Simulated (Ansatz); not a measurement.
## GaSb with two functionals, isotropic strain +1.16 %

Start from GaSb in the zinc blende structure (space group F-43m, No. 216; a = 6.214 Å).

(Cell as relaxed with PBE.)

Levels (all Ansatz, a quantum-chemistry and plane-wave program, PAW): PBE (420 eV, spin-orbit coupling left out); PBEsol (420 eV, scalar-relativistic without spin-orbit coupling).

Each level relaxes its own structure.

```json
[
 {"base": "volume per atom", "PBE": "29.99 Å³", "PBEsol": "28.53 Å³"},
 {"base": "lattice parameter a", "PBE": "6.214 Å", "PBEsol": "6.111 Å"},
 {"base": "band gap", "PBE": "zero", "PBEsol": "zero"}
]
```

Modification: every lattice vector is stretched by 1.16 %; the atoms relax in the strained cell.

```csv
quantity,PBE,PBEsol
energy relative to the base (free energy F),+4.8 meV/atom,+5.4 meV/atom
pressure,-1.4 GPa,-1.7 GPa
band gap,zero,zero
```

PBE's energy relative to the base lies 0.5 meV/atom below PBEsol's; PBE's pressure lies 0.23 GPa above PBEsol's; the two agree on the band gap. Neither level is exact; PBEsol is the comparison here, not a measurement.

Spin-orbit coupling, missing from the scalar runs, can matter with Sb. Whether these cells are dynamically stable was not tested. The final runs are not spin-polarised. A zero or small gap of GaSb can be the functional's error rather than a property of the material.
